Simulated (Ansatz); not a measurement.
Start from BP in the zinc blende structure (space group F-43m, No. 216; a = 4.4905 Å). Axes: x, y, z lie along the cube axes.

All numbers come from LDA (Ansatz, a quantum-chemistry and plane-wave program; PAW; 420 eV plane waves; without spin-orbit coupling).

Before the change:

The band gap is 1.14 eV.

One thing is altered: compressive biaxial strain of 1.67 % in the plane normal to [111], as in epitaxy on a mismatched substrate; the out-of-plane cell vector and the atoms relax.

Question: What happens to the out-of-plane strain, energy relative to the base and band gap?

Answer: The out-of-plane strain comes out as +0.37 %; the energy grows by 9.6 meV/atom; the band gap decreases by 0.136 eV to 1.01 eV.

Gaps are read on the SCF mesh and a high-symmetry path. Stability against distortions was not tested.
